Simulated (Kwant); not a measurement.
Device: quantum point contact (saddle potential) in a GaAs two-dimensional gas. Effective mass 0.067 mₑ, grid spacing 8.3 nm, hard walls, nominal width 200 nm (25 grid rows, so walls 215.8 nm apart), one parabolic valley, scattering region 600 nm long along x; energies count from the band bottom; Fermi energy 0.00376 eV. Potential (V0 + ½k y²) cos²(πx/L) for |x| < L/2, with V0 swept from 0.003948 to 0 eV, k = 4.5e-06 eV/nm², L = 420 nm.

Constants are typed, rounded textbook-type inputs, not results; the design itself was drawn at random and stands for no fabricated device.

Model: effective-mass tight-binding model on a square grid, one spin, coherent transport at 0 K (Kwant). Conductance is in e²/h.

**Question.** Compare with the saddle-point formula G = Σ 1/(1 + exp(−2π(E − V0 − ħωy(n + ½))/ħωx)), taking ħωy = ħ√(k/m) and ħωx from the curvature along x of V0 plus half of the mode's confinement energy.

**Answer.** ħωy = 2.26 meV; at V0 = 3.20 meV the lowest mode has ħωx = 0.693 meV.

| V0 (meV) | formula | simulation |
|---|---|---|
| 3.72 | 9.4e-5 | 8.0e-5 |
| 3.20 | 0.0054 | 0.0055 |
| 2.69 | 0.36 | 0.39 |
| 2.17 | 0.99 | 0.99 |
| 1.66 | 1.00 | 1.00 |
| 1.14 | 1.00 | 1.00 |

The formula takes a parabolic saddle in the continuum; the run has the full potential on a grid.
